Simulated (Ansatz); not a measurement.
# A computed series for BeTe: pressure series

Start from BeTe in the zinc blende structure (space group F-43m, No. 216; a = 5.657 Å).

Cell and atoms are relaxed at each pressure.

Computed with r2SCAN (Ansatz, an electronic-structure program, PAW, without spin-orbit coupling).

Candidates:
(a) pressure −1 GPa
(b) pressure 0.9 GPa
(c) pressure −2 GPa

For the base:

```
Property   Result
--------  -------
Band gap  2.37 eV
```

### Question
Order them by band gap, lowest first.

### Answer
(b) pressure 0.9 GPa (2.34 eV), (a) pressure −1 GPa (2.42 eV), (c) pressure −2 GPa (2.46 eV)

With Te present, leaving out spin-orbit coupling can change the band edges. Load acts through the strain it causes; cell and atoms are relaxed under it. Whether these cells are dynamically stable was not tested.
